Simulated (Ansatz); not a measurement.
The reference is ScBiO₃ (space group R3c, No. 161; a cell from a computed database, its experimental status unchecked).

```
ScBiO3
1.0
    2.85652     1.64921     4.76837
   -2.85652     1.64921     4.76837
    0.00000    -3.29842     4.76837
Sc Bi O
2 2 6
Direct
  0.22092   0.22092   0.22092
  0.72092   0.72092   0.72092
  0.00285   0.00285   0.00285
  0.50285   0.50285   0.50285
  0.42736   0.87811   0.04919
  0.04919   0.42736   0.87811
  0.87811   0.04919   0.42736
  0.54919   0.37811   0.92736
  0.37811   0.92736   0.54919
  0.92736   0.54919   0.37811
```

Cartesian axes are those of the cell as printed.

All numbers come from DFT with PBEsol, PAW potentials and a 420 eV plane-wave cutoff in Ansatz (a program for electronic structure), spin-orbit coupling left out.

Perturbation: an isotropic linear strain of +0.61 %; the atoms relax in the strained cell.

Q: Predict the stress tensor and what it implies for the stiffness.

A: Stress of the strained cell less that of the base (GPa, compression positive):
```
  -2.14    0.00    0.00
   0.00   -2.14    0.00
   0.00    0.00   -1.40
```

Then B = −ΔP/(ΔV/V₀) with ΔV/V₀ = 0.0184 gives secant stiffness values (nonlinear terms included at this strain): B (at held cell shape, above the free-shape value) ≈ 103 GPa.

No phonon test of stability was made. All final runs are without spin polarisation.
